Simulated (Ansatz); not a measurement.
The reference is KF in the zinc blende structure (space group F-43m, No. 216; a = 5.873 Å; a hypothetical phase, not in the database extracts checked).

The values are results of r2SCAN in Ansatz (plane waves to 500 eV, PAW, no spin-orbit coupling), not measurements.

For the base:

Density: 1.91 g/cm³
Band gap: 5.75 eV
Smallest direct gap: 5.95 eV
Gap character: indirect, W → Γ

The change: cell and atoms relaxed at a pressure of 18 GPa.

What happens to the density, band gap, smallest direct gap and gap character?

The density grows by 0.786 g/cm³, from 1.91 g/cm³ to 2.69 g/cm³; the band gap increases by 0.87 eV (5.75 eV → 6.62 eV); the smallest direct gap goes up by 1.353 eV, from 5.95 eV to 7.31 eV; the gap character changes from indirect, W → Γ to indirect, X → Γ.

Load acts through the strain it causes; cell and atoms are relaxed under it. Stability against distortions was not tested. Competing high-pressure phases were not computed.

Ansatz is an electronic-structure program.
